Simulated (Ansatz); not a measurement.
**Element substitutions in CsGeBr3**

Start from CsGeBr₃ in the cubic perovskite structure (space group Pm-3m, No. 221; a = 5.475 Å; a cell from a computed database, its experimental status unchecked).

Each row replaces one element on all its sites; cell and atoms are relaxed.

Level of theory: DFT with PBEsol, PAW potentials and a 420 eV plane-wave cutoff in Ansatz (an electronic-structure program), spin-orbit coupling left out.

```csv
variant,band gap,density,shortest interatomic distance
base,0.35 eV,4.51 g/cm³,2.737 Å
Br → As,zero,5.37 g/cm³,2.552 Å
Ge → Pb,1.43 eV,4.76 g/cm³,2.936 Å
Cs → H,zero,3.77 g/cm³,2.585 Å
```

Other magnetic orders, which the real material may have, were not ruled out. Spin-orbit coupling, missing from the scalar runs, can matter with Pb. Whether these cells are dynamically stable was not tested. As relaxed here, CsGeAs3 and GeHBr3 are hypothetical phases, not in the database extracts checked. Spin-polarised in the final run: GeHBr3; the other runs are not. Many cubic perovskites are stable only at high temperature; tilts and polar distortions were not tested. This is not the structure that CsPbBr3 has at room temperature and ambient pressure.
